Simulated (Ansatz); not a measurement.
The parent structure is BN in the h-BN type structure (space group P6_3/mmc, No. 194; a = 2.5058 Å, c = 6.6162 Å; layered, stacked along the Cartesian z axis).

Method: Ansatz (an electronic-structure program), PBE-D3(BJ), PAW, cutoff 420 eV, no spin-orbit coupling, earlier PAW set.

Base values:

- c/a ratio: 2.640
- Volume per atom: 8.99 Å³

Now apply this change: a hydrostatic pressure of 7.5 GPa.

Question: What does the calculation give for the c/a ratio after the change?

Answer: The c/a ratio drops by 0.302, from 2.640 to 2.338.

Question: What happens to the volume per atom?

Answer: The volume per atom drops by 1.17 Å³, from 8.99 Å³ to 7.82 Å³.

Load acts through the strain it causes; cell and atoms are relaxed under it. Stability against distortions was not tested. Competing high-pressure phases were not computed.
